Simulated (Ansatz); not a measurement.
# cubic BaHfO3 (1 1 0) on zinc-blende GaSb (1 1 0) (film strained to the substrate, started from cuts of the bulks and a machine-learned relaxation; metallic at this level, with no gap by band count; slabs Ga6Sb6 and Ba3Hf3O11, which can lie off the formulas)

A periodic stack without vacuum, cubic BaHfO3 (1 1 0) on zinc-blende GaSb (1 1 0) (film strained to the substrate, started from cuts of the bulks and a machine-learned relaxation; metallic at this level, with no gap by band count; slabs Ga6Sb6 and Ba3Hf3O11, which can lie off the formulas): substrate slab Ga6Sb6, film Ba3Hf3O11, surface cells [[0, -1], [1, -1]] and [[1, 0], [1, 1]], film strained by +4.4 and +4.4 %, outermost planes GaSb/GaSb and O/O as cut, which need not be the usual terminations and can put a slab off its formula.

The start was prepared with a machine-learned potential, and the result is one local minimum, with the in-plane cell held and forces under 0.04 eV/Å; the film can end far from its bulk form.

Calculation: PBE (plane waves to 420 eV, PAW; Ansatz, a first-principles code). Spin–orbit coupling is left out; the runs are not spin-polarised. Its k-point mesh 6×4×1, Fermi–Dirac width 0.05 eV.

- interface area = 27.3 Å²
- period = 23.09 Å
- heights between the nearest atoms of the two slabs at the two interfaces = 0.46 and 1.20 Å
- Ga–O contacts across the interfaces within 1.22 times the sum of covalent radii = 5, mean 1.97 Å
- Ba–Ga contacts across the interfaces within 1.22 times the sum of covalent radii = 4, mean 3.58 Å
- Ga–Hf contacts across the interfaces within 1.22 times the sum of covalent radii = 2, mean 3.19 Å
- Ba–Sb contacts across the interfaces within 1.22 times the sum of covalent radii = 2, mean 4.19 Å

```
CELL_PARAMETERS angstrom
      4.39273     0.00114     0.05632
      4.39292     6.21288    -0.05850
      1.39039     1.63742    23.08786
ATOMIC_POSITIONS crystal
  Ga 0.80171 0.91954 0.14262
  Ga 0.90868 0.28128 0.00513
  Ga 0.80597 0.87572 0.33526
  Ga 0.82264 0.39767 0.23340
  Ga 0.87768 0.87489 0.54953
  Ga 0.78324 0.34045 0.42379
  Sb 0.36825 0.29035 0.07399
  Sb 0.60227 0.64525 0.13329
  Sb 0.57728 0.14151 0.24047
  Sb 0.55880 0.62404 0.33045
  Sb 0.53240 0.08431 0.43540
  Sb 0.53746 0.67867 0.49319
  Ba 0.45615 0.34588 0.64192
  Hf 0.48133 0.84002 0.64826
  O  0.80606 0.63677 0.56926
  O  0.40987 0.07255 0.58470
  O  0.05439 0.81583 0.63732
  Ba 0.93918 0.82774 0.77746
  Hf 0.95128 0.32188 0.77078
  O  0.24730 0.06611 0.70613
  O  0.78624 0.55547 0.69741
  O  0.48092 0.31637 0.76649
  Ba 0.41824 0.30653 0.89441
  Hf 0.41202 0.80300 0.90125
  O  0.69985 0.56711 0.82606
  O  0.20863 0.06270 0.83034
  O  0.94962 0.79912 0.88971
  O  0.15074 0.05408 0.95317
  O  0.69895 0.51783 0.94936
```
